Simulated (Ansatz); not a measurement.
The starting structures come from a database of crystals and need not be the phases stable at ambient conditions.

Tunnelling through a barrier is set by its complex band structure: the current falls as exp(−2κd) with the smallest κ.

Here is the system:

```
CaH2O2
1.0
    5.95243     0.00000     0.00000
   -1.36356     7.98248     0.00000
    1.36356    -3.41375     3.94924
Ca H O
4 8 8
Direct
  0.31242   0.42984   0.74411
  0.68758   0.57016   0.25589
  0.18758   0.92984   0.61557
  0.81242   0.07016   0.38443
  0.29992   0.99741   0.12893
  0.70008   0.00259   0.87107
  0.20008   0.49741   0.36589
  0.79992   0.50259   0.63411
  0.07990   0.72159   0.94298
  0.92010   0.27841   0.05702
  0.42010   0.22159   0.00020
  0.57990   0.77841   0.99980
  0.22324   0.12167   0.19534
  0.77676   0.87833   0.80466
  0.27676   0.62167   0.54800
  0.72324   0.37833   0.45200
  0.00605   0.73855   0.14328
  0.99395   0.26145   0.85672
  0.49395   0.23855   0.83382
  0.50605   0.76145   0.16618
```

Space group of this cell: P2_1/c. The cell is taken as given.

Transport runs along the normal of the first two printed cell vectors.

No gap correction and no spin-orbit coupling; mid-gap values are interpolated between computed energies.

Q: Compute, with PBEsol (Ansatz, a quantum-chemistry and plane-wave program), the band gap and the smallest decay constant κ at mid-gap.

A: Gap 4.43 eV on a 6×8×8 mesh; κ = 0.384 1/Å, at the zone centre.
